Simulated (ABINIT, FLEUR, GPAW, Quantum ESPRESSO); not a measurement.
## Bulk modulus against equilibrium volume of bcc Nb (space group 229) over programs and functionals

Each row is a third-order Birch-Murnaghan fit to seven to nine volumes of bcc Nb (space group 229) in one program and functional, each with its own basis, cutoff and mesh; V0 is in Å^3/atom and B0 in GPa. Along one equation of state d ln B/d ln V = -B', so if levels differed mainly by where they put the minimum, ln B0 would fall on a line in ln V0 with a slope near -B0'.

| program, functional, potentials | ln V0 | ln B0 | V0 (Å^3/atom) | B0 (GPa) |
|---|---|---|---|---|
| GPAW, LDA, PAW | 2.835 | ? | 17.03 | ? |
| Quantum ESPRESSO, LDA, GBRV | 2.840 | 5.241 | 17.12 | 188.9 |
| ABINIT, LDA, PseudoDojo | 2.842 | 5.242 | 17.14 | 189.0 |
| FLEUR, LDA, all-electron | 2.844 | 5.246 | 17.18 | 189.7 |
| GPAW, PBEsol, PAW | 2.859 | 5.196 | 17.45 | 180.5 |
| Quantum ESPRESSO, PBEsol, GBRV | 2.862 | 5.198 | 17.50 | 180.9 |
| ABINIT, PBEsol, PseudoDojo | 2.864 | 5.198 | 17.54 | 180.8 |
| GPAW, PBE, PAW | 2.894 | 5.134 | 18.07 | 169.7 |
| Quantum ESPRESSO, PBE, GBRV | 2.897 | 5.135 | 18.12 | 169.9 |
| ABINIT, PBE, PseudoDojo | 2.899 | 5.135 | 18.16 | 169.8 |
| Quantum ESPRESSO, PBE, PSlibrary PAW | 2.900 | 5.136 | 18.17 | 170.1 |
| FLEUR, PBE, all-electron | 2.901 | 5.139 | 18.18 | 170.6 |

Question: Fit ln B0 against ln V0 with a straight line, and predict the withheld value at ln V0 = 2.835.

Answer: With u = ln V0 - 2.873, the rows have u = -0.033000, -0.031000, -0.029000, -0.014000, -0.011000, -0.009000, 0.021000, 0.024000, 0.026000, 0.027000, 0.028000. Means: u -9.0909e-5, ln B0 5.1818. About the means, the sum of products is -0.011983 and the sum of squares of u is 0.0064949; the slope is their ratio. Least squares gives ln B0 = 5.1817 - 1.845·u. Residuals (row less fit): -0.0016, 0.0031, 0.0108, -0.0115, -0.0040, -0.0003, -0.0090, -0.0024, 0.0013, 0.0041, 0.0090; standard error 0.0072 (degrees of freedom: 9). The slope is -1.8; the rows' own B0' run from 3.5 to 3.6, so the line is flatter than -B0': at one and the same volume the levels with the larger V0 are the stiffer ones. At the withheld row, u = -0.038000, so ln B0 = 5.1817 - 1.845 × (-0.038000) = 5.2518. The calculation gives 5.237, 0.0148 below the prediction (13.2 % of the range of ln B0 in the table). The row lies outside the fitted rows, so this is an extrapolation. From the scatter of the fitted rows alone, a prediction at this place has a standard error of 0.0082, so the miss is 1.8 times that.

FLEUR's values depend on its sphere radii, cutoffs and local orbitals, which need not be converged. Spin polarisation is off; occupations are Fermi-Dirac, smeared by 0.05 eV in metals and 0.01 eV otherwise. Cutoffs and mesh are single choices, not tested for convergence of this quantity. No row is a reference.
